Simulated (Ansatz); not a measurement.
Start from CsBi₂ in the cubic Laves (MgCu2 type) structure (space group Fd-3m, No. 227; a = 9.6267 Å; a cell from a computed database, its experimental status unchecked).

Now apply this change: cell and atoms relaxed at a pressure of 1.5 GPa.

Levels (all Ansatz, a first-principles code, PAW): PBEsol (420 eV, no spin-orbit coupling); PBEsol+SOC (420 eV, noncollinear with spin-orbit coupling).

The geometry is relaxed with PBEsol.

```
Quantity          Result
---------------  -------
PBEsol pressure  1.5 GPa
```

### Question
What does PBEsol+SOC give at this geometry for the pressure?

### Answer
The pressure increases by 0.4 GPa, from 1.5 GPa to 1.9 GPa.

Single points use the geometry relaxed with PBEsol. Differences between runs with and without spin-orbit coupling are approximate. Load acts through the strain it causes; cell and atoms are relaxed under it. Stability against distortions was not tested.
